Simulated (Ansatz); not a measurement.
Functionals compared on H on the 1x1 (101) surface of anatase TiO2 (cut with top plane O), one in a 2x1 cell, started at the site 'top O #2', in Ansatz (plane waves, PAW). The structure was relaxed with PBE; the other rows are single points on it, each with its references at the same level. Cutoff 420 eV (500 eV for r2SCAN). The points keep PBE's geometry, so the relaxation of a polaron and the settling of charge on one site are left out.

Host crystal: anatase TiO2, with a band gap (PBE, scalar-relativistic without spin-orbit coupling).

Slab: 37 atoms, 9.4 Å thick at the start under the adsorbate (thin: gaps and levels are the slab's own); k 3x4x1, smearing 0.01 eV, dipole-corrected; 14 atoms held, the rest relaxed; no symmetry held; spin-polarised, ending with about 0.5 μB a cell, a value that depends on the mesh; orders that need a larger cell were not tried, no spin-orbit, no U, no dispersion correction. The slab shows no gap over 0.04 eV on its mesh. It is one chosen start, not shown to be the lowest state of the adsorbate. These notes are the PBE run's. r2SCAN: The program's check for a lower electronic state was not made. Adsorption energies are against ½ H2(g). A negative adsorption energy means that the adsorbate is more stable on the surface than in its reference.

```tsv
functional	adsorption energy (eV)
PBE	0.77
RPBE	?
r2SCAN	0.87
```

Some entries are withheld; supply them.


- RPBE, adsorption energy (eV): 0.88

Ansatz is a first-principles code.
